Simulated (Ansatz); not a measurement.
Band gap (eV)

Cell A: AlN (wurtzite, P6₃mc), 4 atoms in the cell, k-point mesh 12×12×8 on the run's own vectors. Conventional cell: a = 3.130 Å, b = 3.130 Å, c = 5.017 Å, α = 90.00°, β = 90.00°, γ = 120.00°.

Cell B: GaN (wurtzite, P6₃mc), 4 atoms in the cell, k-point mesh 12×12×8 on the run's own vectors. Conventional cell: a = 3.2186 Å, b = 3.2186 Å, c = 5.2435 Å, α = 90.00°, β = 90.00°, γ = 120.00°.

Computed with Ansatz (plane waves, PAW), its PAW set soft_1, cutoff 420 eV, 500 eV for r2SCAN. The structures are at rest with PBE; other levels are single points on them. HSE06 runs on coarser k-point meshes, which give the PBE gaps of the finer ones within 0.03 eV. Neutral cells; Fermi-Dirac smearing of at most 0.05 eV in the solids, energies taken to zero width. The lattices are those relaxed with PBE, so at other levels the solids can be strained, which adds to the spread. Spin-orbit coupling is left out. A dispersion term ran beside these levels; it doesn't touch the electrons. Gaps are highest filled to lowest empty Kohn-Sham level on the run's k-point mesh, states of defects and surfaces included; edges off the mesh make the true gap smaller, and under 0.08 eV counts as none.

```json
[
 {"system": "A", "PBE": "4.04 (direct)", "r2SCAN": "4.67 (direct)", "HSE06": "5.39"},
 {"system": "B", "PBE": "1.71 (direct)", "r2SCAN": "2.12 (direct)", "HSE06": "___"}
]
```

Question: Fill in the missing entries.

Answer: 
- B, HSE06: 2.94

Ansatz is a first-principles code.
